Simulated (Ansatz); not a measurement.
SiO₂ (P4₁2₁2, No. 92) was calculated with PBEsol (plane waves, PAW; Ansatz, a quantum-chemistry and plane-wave program).

Numerical settings: plane-wave cutoff 520 eV, 8×8×6 k mesh (along the axes of the cell as run), scalar-relativistic PAW data made under PBE.

Cell (relaxed at this level):

```
CELL_PARAMETERS angstrom
      5.03180     0.00000     0.00000
      0.00000     5.03180     0.00000
      0.00000     0.00000     7.01679
ATOMIC_POSITIONS crystal
  Si 0.29755 0.29755 0.00000
  Si 0.79755 0.20245 0.75000
  Si 0.20245 0.79755 0.25000
  Si 0.70245 0.70245 0.50000
  O  0.23979 0.10085 0.17779
  O  0.73979 0.39915 0.57221
  O  0.26021 0.60085 0.07221
  O  0.76021 0.89915 0.67779
  O  0.89915 0.76021 0.32221
  O  0.39915 0.73979 0.42779
  O  0.60085 0.26021 0.92779
  O  0.10085 0.23979 0.82221
```

Problem. Give the computed Voigt–Reuss–Hill bulk modulus, polycrystal shear modulus (Hill average), Young modulus and Poisson ratio.

Solution. 
- Voigt–Reuss–Hill bulk modulus: 13.2 GPa
- polycrystal shear modulus (Hill average): 39.6 GPa
- Young modulus: 59.3 GPa
- Poisson ratio: -0.251

Elastic constants are with the ions relaxed.

The result took roughly 80 core-minutes.
